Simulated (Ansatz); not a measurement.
Start from BAs in the zinc blende structure (space group F-43m, No. 216).

```yaml
crystal:
  lattice:
    - [0.00000, 2.36609, 2.36609]
    - [2.36609, 0.00000, 2.36609]
    - [2.36609, 2.36609, 0.00000]
  atoms:
    - { symbol: B, position: [0.00000, 0.00000, 0.00000] }
    - { symbol: As, position: [0.25000, 0.25000, 0.25000] }
```

Computed with LDA/PAW in Ansatz (a first-principles code), no spin-orbit coupling.

For the base:

```
Quantity    Value
--------  -------
Band gap  1.11 eV
```

The change: every lattice vector is stretched by 3.00 %; the atoms relax in the strained cell.

**Question.** What happens to the band gap?

**Answer.** The band gap increases by 0.076 eV, from 1.11 eV to 1.18 eV.

Whether these cells are dynamically stable was not tested.
